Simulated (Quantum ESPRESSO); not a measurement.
Input and output of a zone-centre phonon calculation for Ge (I4_1/amd, 2 atoms in the cell) (Quantum ESPRESSO).

Level of theory: LDA (PZ), PSlibrary ultrasoft (LDA) pseudopotentials (plane waves; Quantum ESPRESSO 7.5).

```xyz
2
Lattice="-2.5668 2.5668 1.3932 2.5668 -2.5668 1.3932 2.5668 2.5668 -1.3932" Properties=species:S:1:pos:R:3 pbc="T T T"
Ge     2.5668     0.0000     0.6966
Ge     0.0000     0.0000     1.3932
```

Reference input (self-consistent single point, DFT, LDA (PZ), plane waves, PSlibrary ultrasoft (LDA) pseudopotentials): ecutwfc = 30 Ry; ecutrho = 180 Ry; occupations = smearing; smearing = fermi-dirac; degauss = 0.0073499 Ry; potentials = {Ge: Ge.pz-n-rrkjus_psl.1.0.0.UPF}; K_POINTS = automatic 13 13 13 0 0 0; conv_thr = 1e-09 Ry; mixing_beta = 0.7. This run's input differs from it in these lines:

```diff
@@ -11,4 +11,4 @@
   ntyp = 1,
-  ecutwfc = 30,
-  ecutrho = 180,
+  ecutwfc = 18,
+  ecutrho = 108,
   occupations = 'smearing',
```

Step 2 (ph.x):

```fortran
phonons at the zone centre
&inputph
  outdir = './tmp',
  tr2_ph = 1.0d-14,
  fildyn = 'dyn.G',
/
0.0 0.0 0.0
```

The program printed (abridged):

Output of step 1:

```
     Self-consistent Calculation

     iteration #  1     ecut=    18.00 Ry     beta= 0.70

     Threshold (ethr) on eigenvalues was too large:
     Diagonalizing with lowered threshold

     total energy              =     -23.72455030 Ry
     estimated scf accuracy    <       0.00577782 Ry

     iteration #  2     ecut=    18.00 Ry     beta= 0.70

     total energy              =     -23.72460800 Ry
     estimated scf accuracy    <       0.00040677 Ry

     iteration #  3     ecut=    18.00 Ry     beta= 0.70

     total energy              =     -23.72461728 Ry
     estimated scf accuracy    <       0.00000183 Ry

     iteration #  4     ecut=    18.00 Ry     beta= 0.70

     total energy              =     -23.72461761 Ry
     estimated scf accuracy    <       0.00000002 Ry

     iteration #  5     ecut=    18.00 Ry     beta= 0.70
     End of self-consistent calculation

     Number of k-points >= 100: set verbosity='high' to print the bands.

     the Fermi energy is     7.5362 ev

!    total energy              =     -23.72461762 Ry
     estimated scf accuracy    <          2.0E-10 Ry
     smearing contrib. (-TS)   =      -0.00173532 Ry
     internal energy E=F+TS    =     -23.72288230 Ry

     convergence has been achieved in   5 iterations

     Forces acting on atoms (cartesian axes, Ry/au):

     atom    1 type  1   force =     0.00000000    0.00000000    0.00000000
     atom    2 type  1   force =    -0.00000000    0.00000000   -0.00000000

     Total force =     0.000000     Total SCF correction =     0.000000

          total   stress  (Ry/bohr**3)                   (kbar)     P=      -16.92
  -0.00014647  -0.00000000  -0.00000000          -21.55       -0.00       -0.00
  -0.00000000  -0.00014647   0.00000000           -0.00      -21.55        0.00
  -0.00000000   0.00000000  -0.00005218           -0.00        0.00       -7.68

   JOB DONE.
```

Output of step 2:

```
     Reading xml data from directory:

     ./tmp/pwscf.save/

     G-vector sticks info
     --------------------
     sticks:   dense  smooth     PW     G-vecs:    dense   smooth      PW
     Sum         315     205     83                 4709     2515     641

     Reading collected, re-writing distributed wavefunctions in ./tmp/

     Number and degeneracy of irreps per q-point
       N         xq(1)         xq(2)         xq(3)   N irreps
       1   0.000000000   0.000000000   0.000000000       4
        1   2   1   2

     Calculation of q =    0.0000000   0.0000000   0.0000000
     warning: symmetry operation #  2 not compatible with FFT grid.
   0   1   0
   1   0   0
  -1  -1  -1
     warning: symmetry operation #  3 not compatible with FFT grid.
   0   0   1
  -1  -1  -1
   1   0   0
     warning: symmetry operation #  4 not compatible with FFT grid.
  -1  -1  -1
   0   0   1
   0   1   0
     warning: symmetry operation #  5 not compatible with FFT grid.
  -1   0   0
   0  -1   0
   1   1   1
     warning: symmetry operation #  7 not compatible with FFT grid.
   1   1   1
   0   0  -1
  -1   0   0
     warning: symmetry operation #  8 not compatible with FFT grid.
   0   0  -1
   1   1   1
   0  -1   0
     warning: symmetry operation # 10 not compatible with FFT grid.
   0  -1   0
  -1   0   0
   1   1   1
     warning: symmetry operation # 11 not compatible with FFT grid.
   0   0  -1
   1   1   1
  -1   0   0
     warning: symmetry operation # 12 not compatible with FFT grid.
   1   1   1
   0   0  -1
   0  -1   0
     warning: symmetry operation # 13 not compatible with FFT grid.
   1   0   0
   0   1   0
  -1  -1  -1
     warning: symmetry operation # 15 not compatible with FFT grid.
  -1  -1  -1
   0   0   1
   1   0   0
     warning: symmetry operation # 16 not compatible with FFT grid.
   0   0   1
  -1  -1  -1
   0   1   0

 %%%%%%%%%%%%%%%%%%%%%%%%%%%%%%%%%%%%%%%%%%%%%%%%%%%%%%%%%%%%%%%%%%%%%%%%%%%%%%
     Error in routine phq_setup (1):
     FFT grid incompatible with symmetry
 %%%%%%%%%%%%%%%%%%%%%%%%%%%%%%%%%%%%%%%%%%%%%%%%%%%%%%%%%%%%%%%%%%%%%%%%%%%%%%

     stopping ...
```

The program stopped in the step ph.x before computing anything there. 

The starting cell comes from a database of computed structures (which also holds hypothetical and non-ambient phases and stackings), without a prior relaxation at this level. Its lattice was rescaled by up to half a per cent.
